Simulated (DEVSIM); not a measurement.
System: illuminated Si n-on-p cell, one wavelength, with a back-surface field, at 300 K.

Layer 1 from the left is Si, thickness (μm) 0.110, Nd (cm⁻³) 2.7e18, τn (s) 1.3e-9, τp (s) 3.9e-8, absorption coefficient (cm⁻¹) 3400. Layer 2 from the left is Si, thickness (μm) 200, Na (cm⁻³) 3e16, τn (s) 1.1e-7, τp (s) 1.1e-7, absorption coefficient (cm⁻¹) 3400. Layer 3 from the left is Si, thickness (μm) 0.370, Na (cm⁻³) 9.6e18, τn (s) 1.1e-7, τp (s) 1.1e-7, absorption coefficient (cm⁻¹) 3400.

Left contact: ohmic, minority hole recombination velocity 10000 cm/s. Right contact: ohmic, minority electron recombination velocity 70 cm/s. Voltage is applied to the left contact. Recombination: SRH at mid-gap, radiative, Auger. Light enters at the left, 1.3e18 photons cm⁻² s⁻¹, one pass, no reflection. Mobility is μmin + (μ − μmin)/(1 + (N/Nref)^α).

Constants are typed, rounded textbook-type inputs, not results; the design itself was drawn at random and stands for no fabricated device. Values at 300 K.

Si: gap (eV) 1.124, affinity (eV) 4.05, permittivity 11.7, Nc (cm⁻³) 2.86e19, Nv (cm⁻³) 3.1e19, μn (cm²/Vs) 1417, μp (cm²/Vs) 470, μn,min 52, μp,min 45, Nref,n 9.7e16, Nref,p 2.2e17, αn 0.68, αp 0.72, B (cm³/s) 4.7e-15, Cn (cm⁶/s) 2.8e-31, Cp (cm⁶/s) 9.9e-32.

Simulated with DEVSIM: 1D drift-diffusion, Boltzmann statistics, complete ionisation; no tunnelling, impact ionisation, image-force lowering or self-heating.

**Question.** What does the simulation give for the short-circuit current, the fill factor, the share of generated pairs collected at short circuit?

**Answer.** short-circuit current 180 mA/cm²; fill factor 0.82; share of generated pairs collected at short circuit 0.865.
